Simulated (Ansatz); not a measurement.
Electronic density of states of amorphous Zr20O42Ti, density 5.21 g/cm³, on a 2×2×2 Γ-centred mesh with a Gaussian width of 0.1 eV; energies count from the Fermi level, whose place inside the gap is arbitrary. Cell and mesh are small, so fine structure isn't converged. All values below come from PBE, scalar-relativistic without spin-orbit coupling (plane waves to 420 eV, PAW; Ansatz, a quantum-chemistry and plane-wave program). Sampling: a 2×2×2 Γ-centred mesh; Fermi-Dirac width 0.02 eV; no spin polarisation. At PBE the levels at both edges of the gap are localised (band-tail or defect states), and the nearest spread-out levels lie 3.6 eV apart at the zone centre.

The cell was made by melting and quenching with the CHGNet potential and then relaxed with DFT. O atoms were pushed apart under 1.9 Å during the dynamics, to hinder bonds among them. The hot cell started wider than the set density and was brought back towards it in steps. It is the lowest in DFT energy of 2 quenches. It is a model cell: composition and starting density were chosen by hand, and all elements were melted together. No dispersion term was used. Its density started from a set value of 5.21 and ended at 5.21 g/cm³. The simulated quench (nominally 300 K/ps over its main leg) is rapid and tends to freeze in more defects than a deposited or slowly cooled glass has. One small periodic cell is one sample of the glass; other quenches scatter about these values. The volume was held where the preparation left it and the shape relaxed, at a PBE pressure of -1.7 GPa (tension). Stress components on the final sampling reach 1.7 GPa.

(E - EF (eV), states/(eV atom)): (-12.00, 0.00); (-11.90, 0.00); (-11.80, 0.00); (-11.70, 0.00); (-11.60, 0.00); (-11.50, 0.00); (-11.40, 0.00); (-11.30, 0.00); (-11.20, 0.00); (-11.10, 0.00); (-11.00, 0.00); (-10.90, 0.00); (-10.80, 0.00); (-10.70, 0.00); (-10.60, 0.00); (-10.50, 0.00); (-10.40, 0.00); (-10.30, 0.00); (-10.20, 0.00); (-10.10, 0.00); (-10.00, 0.00); (-9.90, 0.00); (-9.80, 0.00); (-9.70, 0.00); (-9.60, 0.00); (-9.50, 0.00); (-9.40, 0.00); (-9.30, 0.00); (-9.20, 0.00); (-9.10, 0.00); (-9.00, 0.00); (-8.90, 0.00); (-8.80, 0.00); (-8.70, 0.00); (-8.60, 0.00); (-8.50, 0.00); (-8.40, 0.00); (-8.30, 0.00); (-8.20, 0.00); (-8.10, 0.00); (-8.00, 0.00); (-7.90, 0.00); (-7.80, 0.00); (-7.70, 0.00); (-7.60, 0.00); (-7.50, 0.00); (-7.40, 0.00); (-7.30, 0.00); (-7.20, 0.00); (-7.10, 0.00); (-7.00, 0.00); (-6.90, 0.00); (-6.80, 0.00); (-6.70, 0.00); (-6.60, 0.00); (-6.50, 0.03); (-6.40, 0.16); (-6.30, 0.35); (-6.20, 0.51); (-6.10, 0.62); (-6.00, 0.71); (-5.90, 0.71); (-5.80, 0.73); (-5.70, 0.84); (-5.60, 0.87); (-5.50, 0.84); (-5.40, 0.83); (-5.30, 0.90); (-5.20, 0.93); (-5.10, 0.86); (-5.00, 0.87); (-4.90, 0.89); (-4.80, 0.90); (-4.70, 0.88); (-4.60, 0.84); (-4.50, 0.86); (-4.40, 0.89); (-4.30, 0.90); (-4.20, 0.88); (-4.10, 0.82); (-4.00, 0.83); (-3.90, 0.89); (-3.80, 0.92); (-3.70, 0.94); (-3.60, 0.94); (-3.50, 0.90); (-3.40, 0.89); (-3.30, 0.96); (-3.20, 1.00); (-3.10, 0.99); (-3.00, 0.98); (-2.90, 0.93); (-2.80, 0.96); (-2.70, 0.99); (-2.60, 0.96); (-2.50, 1.01); (-2.40, 1.01); (-2.30, 0.99); (-2.20, 0.94); (-2.10, 0.82); (-2.00, 0.72); (-1.90, 0.63); (-1.80, 0.54); (-1.70, 0.39); (-1.60, 0.18); (-1.50, 0.06); (-1.40, 0.01); (-1.30, 0.00); (-1.20, 0.00); (-1.10, 0.00); (-1.00, 0.00); (-0.90, 0.00); (-0.80, 0.00); (-0.70, 0.00); (-0.60, 0.00); (-0.50, 0.00); (-0.40, 0.00); (-0.30, 0.00); (-0.20, 0.00); (-0.10, 0.00); (0.00, 0.00); (0.10, 0.00); (0.20, 0.00); (0.30, 0.00); (0.40, 0.00); (0.50, 0.00); (0.60, 0.00); (0.70, 0.00); (0.80, 0.00); (0.90, 0.00); (1.00, 0.00); (1.10, 0.00); (1.20, 0.00); (1.30, 0.00); (1.40, 0.01); (1.50, 0.11); (1.60, 0.29); (1.70, 0.25); (1.80, 0.19); (1.90, 0.20); (2.00, 0.31); (2.10, 0.30); (2.20, 0.36); (2.30, 0.48); (2.40, 0.49); (2.50, 0.53); (2.60, 0.57); (2.70, 0.64); (2.80, 0.73); (2.90, 0.74); (3.00, 0.68); (3.10, 0.72); (3.20, 0.76); (3.30, 0.73); (3.40, 0.77); (3.50, 0.84)

The gap between localised states on this mesh is 3.15 eV; the broadening fills part of it in the curve.
